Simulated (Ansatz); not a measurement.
GeH3 on the (100) surface of germanium (p(2x2) alternately buckled dimers; a constructed slab, bottom: dihydride, held), one in a cell of 66 Å², energies for each. Energies are against GeH4(g) − ½ H2(g), without zero-point or thermal terms; each row is named by its start (#2, #3: further inequivalent places of a kind). No converged result for: 2 more starts.

These are PBE (plane waves to 420 eV, PAW; Ansatz, a quantum-chemistry and plane-wave program) values and carry that method's errors.

Slab: 44 atoms, 11.3 Å thick at the start with caps and adatoms under the adsorbate (thin: gaps and levels are the slab's own); k 3x3x1, smearing 0.01 eV, dipole-corrected; 24 atoms held, the rest relaxed; each run with such symmetry as its start has; spin-polarised, no spin-orbit, no U, no dispersion correction.

A negative adsorption energy means that the adsorbate is more stable on the surface than in its reference. Starts that drift may end in the same place. Heights count from the host atoms within 0.3 Å of the top one. Moments of ungapped slabs depend on the mesh.

```tsv
starting site	E_ads (eV)	height (Å)	nearest host atom (Å)	bonded to	Δ work function (eV)	lateral drift (Å)	moment (μB)
top Ge	-0.46	1.90	Ge 2.46	Ge	-0.38	0.6	0.0
top Ge #2	-0.50	1.88	Ge 2.46	Ge	0.44	1.3	0.3
hollow Ge-Ge-Ge over Ge at depth 3.0 Å	-0.51	1.69	Ge 2.46	Ge	0.42	2.3	0.3
bridge Ge-Ge (span 4.1 Å)	-0.46	1.91	Ge 2.46	Ge	-0.40	2.2	0.0
bridge Ge-Ge (span 2.4 Å)	-0.46	1.91	Ge 2.46	Ge	-0.39	1.8	0.0
```
